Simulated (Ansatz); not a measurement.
BeS: response to strain

The parent structure is BeS in the zinc blende structure (space group F-43m, No. 216; a = 4.869 Å). Axes: x, y, z lie along the cube axes.

Strains are applied to the cell and any free atomic positions relax; under biaxial strain the out-of-plane vector relaxes too.

Method: plane-wave PAW DFT at the r2SCAN level (Ansatz, a first-principles code, 500 eV), spin-orbit coupling left out.

Notes on the quantities. energy relative to the base: free energy F; in-plane stress: mean in-plane stress (compression positive).

```csv
case,energy relative to the base,band gap,ratio −ε⊥/ε∥,in-plane stress
base,0 meV/atom,3.59 eV,–,–
"biaxial strain −3.00 %, plane normal [001], relaxed out of plane",+16 meV/atom,3.25 eV,0.75,+6.0 GPa
"biaxial strain −2.50 %, plane normal [001], relaxed out of plane",+11 meV/atom,3.31 eV,0.76,+4.9 GPa
"biaxial strain −2.00 %, plane normal [001], relaxed out of plane",+6.8 meV/atom,3.37 eV,0.76,+3.9 GPa
"biaxial strain −1.50 %, plane normal [001], relaxed out of plane",+3.8 meV/atom,3.42 eV,0.76,+2.8 GPa
"biaxial strain −1.00 %, plane normal [001], relaxed out of plane",(withheld),(withheld),0.76,(withheld)
"biaxial strain −0.50 %, plane normal [001], relaxed out of plane",+0.4 meV/atom,3.54 eV,–,+0.9 GPa
```

### Question
Some entries are withheld; estimate them.

### Answer

- biaxial strain −1.00 %, plane normal [001], relaxed out of plane, energy relative to the base: +1.6 meV/atom
- biaxial strain −1.00 %, plane normal [001], relaxed out of plane, band gap: 3.48 eV
- biaxial strain −1.00 %, plane normal [001], relaxed out of plane, in-plane stress: +1.9 GPa

No phonon test of stability was made.
